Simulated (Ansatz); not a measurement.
An Ansatz (a first-principles code) run: Sr3SbN with a change (uniaxial stress, 3 GPa compression along x); Ansatz, PBEsol, PAW, cutoff 420 eV, no spin-orbit coupling.

Input:

Ansatz 0.2 input:
```yaml
crystal:
  lattice:
    - [5.1314871554, 0, 0]
    - [0, 5.1314871554, 0]
    - [0, 0, 5.1314871554]
  atoms:
    - { symbol: Sr, position: [0, 0.5, 0.5] }
    - { symbol: Sr, position: [0.5, 0, 0.5] }
    - { symbol: Sr, position: [0.5, 0.5, 0] }
    - { symbol: Sb, position: [0, 0, 0] }
    - { symbol: N, position: [0.5, 0.5, 0.5] }
basis: { ecutwfc: 420, ecutrho_ratio: 4, xc_grid: 2, fft_grid_basis: typed }
kpoints: { mp_grid: { grid: [7, 7, 7] } }
hamiltonian:
  xc: pbesol
  dispersion: none
  pseudopotentials: { kind: paw }
scf: { occupations: { method: fermi_dirac, width: 0.05 } }
relax: { f_tol: 0.005, max_steps: 50, cell: { stress_tol: 0.01, sigma_target: [3, 0, 0, 0, 0, 0] } }
output: { forces: true, stress: true }
checkpoint: { write: state.ck, write_every: 1000 }
```

Output (explanatory and most iteration lines left out):

```
Relaxation: its limit of steps is 50 (relax.max_steps)
Pseudopotential: Sr, paw, valence charge 10
Pseudopotential: Sb, paw, valence charge 15
Pseudopotential: N, paw, valence charge 5
Crystal: 5 atoms, lattice volume = 135.123 Å³
Basis set: ecut = 420 eV, 2601 PW (Γ), exchange–correlation on 72×72×72 points (8 copies of the dense FFT grid, shifted against one another)
Bands: 30, of which v1, the nominal top of the filled ones, is band 25 counted from 1 (24 counted from 0)
Symmetry: 16 space group operations
k-points: 40 of 343
Functional: x = pbesol(κ = 0.804, μ = 0.12345679012345678), c = pbesol(β = 0.046)
SCF iter   1: F=—  HF=-17268.200989 eV  |F-HF|=—  |Δ(HF+E_count)|=         —  Δρ=7.68e-3  dr2=1.06e-1  ethr=1.77e-3  ⟨swp⟩=9.2  Hψ=6520  notcnv=0
SCF iter   2: F=—  HF=-17268.182853 eV  |F-HF|=—  |Δ(HF+E_count)|=   1.81e-2  Δρ=2.37e-3  dr2=1.18e-2  ethr=2.11e-4  ⟨swp⟩=2.6  Hψ=2062  notcnv=0  defer=18
SCF 1 converged in 7 iterations: F = -17268.180430 eV  dr2 = 6.42e-9
relax step   1: F+E_penalty+E_count = -17268.18043030 eV  Δ(F+E_penalty+E_count) = +0.000e0 eV  max|allowed force component| = 2.229e-30 eV/Å  Δτ_max = 0.0000 Å  P = -0.003 GPa  Ω = 135.123 Å³  (7 SCF iters, dr2 threshold 1.00e-7 eV, accepted)
[... steps on the carried basis left out ...]
relax step   8: F+E_penalty+E_count = -17268.14863549 eV  Δ(F+E_penalty+E_count) = +1.810e-5 eV  max|allowed force component| = 2.544e-30 eV/Å  Δτ_max = 0.0000 Å  P = +1.000 GPa  Ω = 132.726 Å³  stress off target by 2.38e-4 GPa  SCF on the basis re-selected at this cell (its energy is not comparable with the rows above)  (8 SCF iters)
SCF converged after 8 iterations
Free energy (F): -17268.148635 eV
Internal energy: -17268.147640 eV  (E = F + TS)
E sigma→0 (E₀):  -17268.148138 eV
Entropy (-TS):   -0.000996 eV (-0.199 meV/atom)
Fermi energy:    9.097903 eV
--- Forces (eV/Å), atoms counted from 1 ---
  atom   1  Sr    -0.00000000    -0.00000000     0.00000000
  atom   2  Sr     0.00000000    -0.00000000     0.00000000
  atom   3  Sr    -0.00000000     0.00000000    -0.00000000
  atom   4  Sb     0.00000000     0.00000000    -0.00000000
  atom   5  N      0.00000000     0.00000000     0.00000000
--- Stress (GPa, compression-positive) ---
        2.999762      -0.000000       0.000000
       -0.000000      -0.000201       0.000000
        0.000000       0.000000      -0.000201
  P = ⅓ Tr σ = 0.9998 GPa (9.998 kbar)
--- Relaxed structure (6 steps of the walk, 6 accepted, 2 SCFs on fresh bases) ---
  cell:  # Å, volume = 132.7255 Å³
    - [4.998334098718895, -1.0116304383176608e-33, 0.0]
    - [-1.0116304383176608e-33, 5.1530527540000675, -2.4450282497103584e-36]
    - [0.0, -9.4039548065783e-37, 5.1530527540000675]
  atoms:
    - { symbol: Sr, position: [-8.664753993013956e-38, 0.5, 0.5] }
    - { symbol: Sr, position: [0.5, -1.4521509190354337e-35, 0.5] }
    - { symbol: Sr, position: [0.5, 0.5, 0.0] }
    - { symbol: Sb, position: [-9.351978367873181e-38, 1.8985718729438558e-36, 0.0] }
    - { symbol: N, position: [0.5, 0.5, 0.5] }
```

With Sb present, leaving out spin-orbit coupling can change the band edges. Load acts through the strain it causes; cell and atoms are relaxed under it. sigma_target is in GPa, compression positive, in the order xx, yy, zz, yz, xz, xy. Beyond what the load breaks, stability against distortions was not tested. All final runs are without spin polarisation. The cell was made from Sr$_{3}$SbN in the anti-perovskite structure (space group Pm-3m, No. 221; a cell from a computed database, its experimental status unchecked) by this change: uniaxial stress, 3 GPa compression along x.
